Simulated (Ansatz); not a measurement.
Base system: HfO₂ (space group P2_1/c, No. 14; a = 5.096 Å, b = 5.177 Å, c = 5.271 Å, α = γ = 90.00°, β = 99.62°).

Calculations: DFT with PBEsol, PAW potentials and a 420 eV plane-wave cutoff in Ansatz (a first-principles code), no spin-orbit coupling.

Before the change:

The shortest interatomic distance is 2.039 Å. The band gap comes out as 3.97 eV and the gap character comes out as indirect, Γ → Y₂.

Now apply this change: cell and atoms relaxed at a pressure of 30 GPa.

### Question
Estimate the effect on the shortest interatomic distance.

### Answer
The shortest interatomic distance decreases by 0.057 Å to 1.982 Å.

### Question
Predict the new band gap.

### Answer
The band gap decreases by 0.364 eV, from 3.97 eV to 3.60 eV.

### Question
What does the calculation give for the gap character after the change?

### Answer
The gap character changes from indirect, Γ → Y₂ to direct at Y₂.

With Hf present, leaving out spin-orbit coupling can change the band edges. Load acts through the strain it causes; cell and atoms are relaxed under it. Stability against distortions was not tested. No other phases were tried under pressure. Along this pressure series the structure jumps between pressure 22.5 GPa and pressure 30 GPa; cells beyond that are another form of it.
